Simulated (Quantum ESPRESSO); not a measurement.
A self-consistent single point of Y₂CuGe₆ (Amm2, 9 atoms in the cell) with Quantum ESPRESSO.

Level of theory: LDA (PZ), PSlibrary PAW (LDA) pseudopotentials (plane waves; Quantum ESPRESSO).

```
CELL_PARAMETERS angstrom
      4.09046     0.00000     0.00000
      0.00000     2.03649    10.68140
      0.00000    -2.03649    10.68140
ATOMIC_POSITIONS crystal
  Y  0.00000 0.00285 0.00285
  Y  0.00000 0.66887 0.66887
  Cu 0.50000 0.22330 0.22330
  Ge 0.00000 0.28357 0.28357
  Ge 0.00000 0.39946 0.39946
  Ge 0.50000 0.54415 0.54415
  Ge 0.50000 0.11460 0.11460
  Ge 0.50000 0.90021 0.90021
  Ge 0.50000 0.78398 0.78398
```

Reference input (self-consistent single point, DFT, LDA (PZ), plane waves, PSlibrary PAW (LDA) pseudopotentials): ecutwfc = 55 Ry; ecutrho = 385 Ry; occupations = smearing; smearing = fd; degauss = 0.0073499 Ry; K_POINTS = automatic 7 7 7 0 0 0; conv_thr = 1e-10 Ry; mixing_beta = 0.7. This run's input differs from it in these lines:

```diff
@@ -13,4 +13,4 @@
     ntyp = 3,
-    ecutwfc = 55,
-    ecutrho = 385,
+    ecutwfc = 33,
+    ecutrho = 231,
     occupations = 'smearing',
```

The program printed (abridged):

```
     Self-consistent Calculation

     iteration #  1     ecut=    33.00 Ry     beta= 0.70

---- Real-time Memory Report at c_bands before calling an iterative solver
           288 MiB given to the printing process from OS
           206 MiB allocation reported by mallinfo(arena+hblkhd)
------------------

     Threshold (ethr) on eigenvalues was too large:
     Diagonalizing with lowered threshold

---- Real-time Memory Report at c_bands before calling an iterative solver
           429 MiB given to the printing process from OS
           226 MiB allocation reported by mallinfo(arena+hblkhd)
------------------

   [... lines left out ...]

---- Real-time Memory Report at c_bands before calling an iterative solver
           447 MiB given to the printing process from OS
           240 MiB allocation reported by mallinfo(arena+hblkhd)
------------------

     total energy              =   -1707.14423174 Ry
     estimated scf accuracy    <          2.6E-10 Ry

     iteration # 15     ecut=    33.00 Ry     beta= 0.70

---- Real-time Memory Report at c_bands before calling an iterative solver
           447 MiB given to the printing process from OS
           240 MiB allocation reported by mallinfo(arena+hblkhd)
------------------
     End of self-consistent calculation

     the Fermi energy is     9.1026 ev

!    total energy              =   -1707.14423174 Ry
     estimated scf accuracy    <          4.1E-11 Ry
     smearing contrib. (-TS)   =      -0.00527910 Ry
     internal energy E=F+TS    =   -1707.13895265 Ry

      -> PAW hartree energy AE =     214.70285743 Ry
      -> PAW hartree energy PS =    -213.36553371 Ry
      -> PAW xc energy AE      =   -1467.60140435 Ry
      -> PAW xc energy PS      =     113.36883810 Ry
      -> total E_H with PAW    =     100.78082994 Ry
      -> total E_XC with PAW   =   -1473.85150344 Ry

     convergence has been achieved in  15 iterations

     Forces acting on atoms (cartesian axes, Ry/au):

     atom    1 type  1   force =     0.00000000    0.00000000    0.00002044
   [... lines left out ...]

     Total force =     0.015052     Total SCF correction =     0.000006

          total   stress  (Ry/bohr**3)                   (kbar)     P=      -61.00
  -0.00040305   0.00000000   0.00000000          -59.29        0.00        0.00
   0.00000000  -0.00045419   0.00000000            0.00      -66.81        0.00
   0.00000000   0.00000000  -0.00038671            0.00        0.00      -56.89

   JOB DONE.
```

The run converged in 15 iterations. Against the reference run the free energy rises by 16.2 meV/atom, the pressure goes from -5.52 to -6.10 GPa and the largest force stays at 0.218 eV/Å.

The starting cell comes from a database of computed structures (which also holds hypothetical and non-ambient phases and stackings), without a prior relaxation at this level. Spin polarisation is off. At the lowered cutoff the pressure carries the error of an incomplete plane-wave basis.

Cost on one core of a shared machine: roughly 7 min.
